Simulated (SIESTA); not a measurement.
Input and output of a relaxation of cell and atoms for Hf2Al3Au (P1, 6 atoms in the cell) (SIESTA).

Computed with GGA PBEsol, numerical atomic orbitals TZP, PseudoDojo PBEsol standard norm-conserving potentials (rewritten from UPF to PSML) (SIESTA).

```
CELL_PARAMETERS angstrom
      2.64712     1.52832     4.24390
     -2.64712     1.52832     4.24390
      0.00000    -3.05663     4.24390
ATOMIC_POSITIONS crystal
  Hf 0.36873 0.38882 0.36780
  Hf 0.61972 0.61777 0.63432
  Al 0.46640 0.01534 0.00743
  Al 0.01212 0.49087 0.00192
  Al 0.02044 0.97366 0.51796
  Au 0.01258 0.01354 0.97057
```

Reference input (self-consistent single point, DFT, GGA PBEsol, numerical atomic orbitals TZP, PseudoDojo PBEsol standard norm-conserving potentials (rewritten from UPF to PSML)): XC.functional = GGA; XC.authors = PBEsol; potentials = PseudoDojo PBEsol standard; PAO.BasisSize = TZP; PAO.EnergyShift = 0.01 Ry; MeshCutoff = 350 Ry; kgrid.MonkhorstPack = 4 4 4; OccupationFunction = MP; OccupationMPOrder = 0; ElectronicTemperature = 200 meV; MaxSCFIterations = 150; SCF.Mixer.Method = Pulay. This run's input differs from it in these lines:

```diff
@@ -47,2 +47,7 @@
 Diag.ParallelOverK           true
+MD.TypeOfRun                 Broyden
+MD.Steps                     40
+MD.MaxForceTol               0.02 eV/Ang
+MD.VariableCell              true
+MD.MaxStressTol              0.05 GPa
 WriteForces                  true
```

The program printed (abridged):

```
        iscf     Eharris(eV)        E_KS(eV)     FreeEng(eV)     dDmax    Ef(eV) dHmax(eV)
   scf:    1    -7075.707576    -7214.369534    -7214.443002  1.743133 -2.845247 45.638900
   scf:    2    -7267.480786    -7266.935170    -7266.975840  0.258443 -3.442295  6.915740
   scf:    3    -7270.772302    -7269.267048    -7269.324638  0.055969 -3.713134  3.340044
   scf:    4    -7269.801873    -7269.696557    -7269.767220  0.052977 -3.933697  1.015210
   scf:    5    -7269.687034    -7269.735343    -7269.803789  0.032531 -3.961890  1.019553
   [... 3 lines left out ...]
   scf:    9    -7269.766607    -7269.766428    -7269.838109  0.000862 -3.997033  0.015440
   scf:   10    -7269.766594    -7269.766517    -7269.838126  0.000269 -3.995835  0.004079
   scf:   11    -7269.766518    -7269.766518    -7269.838126  0.000112 -3.996088  0.001620
   scf:   12    -7269.766500    -7269.766509    -7269.838127  0.000024 -3.996255  0.000113
SCF Convergence by DM+H criterion
max |DM_out - DM_in|         :     0.0000238714
max |H_out - H_in|      (eV) :     0.0001129925
SCF cycle converged after 12 iterations

Using DM_out to compute the final energy and forces

siesta: E_KS(eV) =            -7269.7665

siesta: E_KS - E_eggbox =     -7269.7665

siesta: Atomic forces (eV/Ang):
     1    0.482584   -0.110296    0.116972
     2    0.060068    0.596901   -0.019560
     3    2.184859    0.886347    0.848012
     4   -1.281229   -0.469386    0.122982
     5   -0.974478    0.499452   -1.015834
     6   -0.474982   -1.399661   -0.057534
   Tot   -0.003178    0.003358   -0.004962
   Max    2.184859
   Res    0.856132    sqrt( Sum f_i^2 / 3N )
   Max    2.184859    constrained

   [... lines left out ...]
siesta: Pressure (static):          6.11366943  kBar
siesta: Pressure (total):          6.11366943  kBar
No target stress found, assuming hydrostatic MD.TargetPressure.
Target stress (kBar)
outcell: Cell volume (Ang**3)        :    102.0148
        iscf     Eharris(eV)        E_KS(eV)     FreeEng(eV)     dDmax    Ef(eV) dHmax(eV)
siesta: Pressure (static):         -0.11114935  kBar
siesta: Pressure (total):         -0.11114935  kBar
outcell: Cell volume (Ang**3)        :    102.0148
siesta: FreeEng =     -7270.279209
   [... lines left out ...]

              0.056   0.059   0.056   0.119   0.162   0.275   0.209   0.275

              0.162

mulliken: Qtot =       52.000

Mulliken Atomic Populations:
Atom #   charge [q] valence [e]  Species
     1     0.334677   11.665323  Hf
     2     0.334671   11.665329  Hf
     3    -0.455288    3.455288  Al
     4    -0.455206    3.455206  Al
     5    -0.455359    3.455359  Al
     6     0.696505   18.303495  Au
 Total    -0.000000
```

The run converged. 

Summary of the result:
- Free energy E − TS = -7270.2792 eV
- Fermi level (on the code's own zero) = -4.01 eV
- Pressure = -0.01 GPa
- Largest force (vector length) = 0.015 eV/Å
- Final cell = a = c = 5.215 Å, b = 5.214 Å, α = γ = 60.77°, β = 60.78°
- Final volume per atom = 17.00 Å³
- Relaxation steps = 13

The starting cell comes from a database of computed structures (which also holds hypothetical and non-ambient phases and stackings), without a prior relaxation at this level. Its atoms were displaced at random from the sites of space group no. 166. Values carry the incompleteness of an atom-centred basis.

Cost on one core of a shared machine: roughly 10 min.
